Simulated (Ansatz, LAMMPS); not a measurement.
Si lens of 21 atoms, radius 0.65 nm, coherent in Ge, 5x5x5 cubic cells at the host's lattice parameter. Cell 28.80 × 28.80 × 28.80 Å, Si21Ge979, 1000 atoms. Prepared with Tersoff's 1989 multicomponent potential (SiCGe.tersoff) run with LAMMPS: minimisation. 

Basis: localised support functions (accuracy medium) on a full density matrix. k-points: zone centre alone; occupations: Fermi-Dirac, 0.010 eV; spin polarisation not allowed. No spin-orbit coupling.

Task: Estimate the energy, gap and bonding that PBE, support functions at accuracy medium on the grid of 370 eV in Ansatz (an electronic-structure program) returns for this input.

Result: 
- energy over the perfect crystal(s), per atom = 2 meV/atom
- electronic character of the cell = no gap resolved at this smearing
- coordination (neighbours within 2.994 Å) = 100.0 % 4-fold
- Ge-Ge bonds, mean ± spread = 2.496 ± 0.003 Å
- Ge-Si bonds, mean ± spread = 2.462 ± 0.004 Å
- Si-Si bonds, mean ± spread = 2.410 ± 0.003 Å
- bond angles, mean ± spread = 109.5° ± 0.5°
- pressure = -0.16 GPa
